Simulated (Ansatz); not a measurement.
Hypothetical zinc blende LuP, response to strain

Start from LuP in the zinc blende structure (space group F-43m, No. 216; a hypothetical phase, not in the database extracts checked).

```
LuP
1.0
    0.00000     3.08031     3.08031
    3.08031     0.00000     3.08031
    3.08031     3.08031     0.00000
P Lu
1 1
Direct
  0.75000   0.75000   0.75000
  0.00000   0.00000   0.00000
```

Cartesian axes are those of the cell as printed.

Strains are applied to the cell and any free atomic positions relax; under biaxial strain the out-of-plane vector relaxes too; under stress the whole cell relaxes.

Levels (all Ansatz, an electronic-structure program, PAW): PBE (420 eV, no spin-orbit coupling); r2SCAN (500 eV, no SOC).

The base cell above is that of PBE; each level relaxes its own structures.

Notes on the quantities. energy relative to the base: free energy F.

```tsv
case	energy relative to the base, PBE	energy relative to the base, r2SCAN
biaxial strain −4.37 %, plane normal [001], relaxed out of plane	+14 meV/atom	+16 meV/atom
biaxial strain −1.24 %, plane normal [110], relaxed out of plane	+1.6 meV/atom	+1.8 meV/atom
biaxial strain −1.29 %, plane normal [111], relaxed out of plane	+2.2 meV/atom	+2.4 meV/atom
biaxial strain +0.63 %, plane normal [111], relaxed out of plane	+0.5 meV/atom	+0.6 meV/atom
isotropic strain −2.62 %	+36 meV/atom	+38 meV/atom
isotropic strain −0.82 %	+3.3 meV/atom	+3.6 meV/atom
isotropic strain +0.65 %	+2.0 meV/atom	+2.1 meV/atom
isotropic strain +1.88 %	+16 meV/atom	+17 meV/atom
uniaxial strain ε_yy = −0.55 %	+0.2 meV/atom	+0.2 meV/atom
uniaxial stress, 5 GPa tension along x	+41 meV/atom	+39 meV/atom
strain tensor (xx, yy, zz, yz, xz, xy) = (+0.99, −1.94, −0.58, +0.15, −1.68, −1.40) %	+4.1 meV/atom	+4.6 meV/atom
```

The two levels differ by at most about 2.2 meV/atom. They put the cases in the same order.

Stability under load was not tested beyond the relaxation.
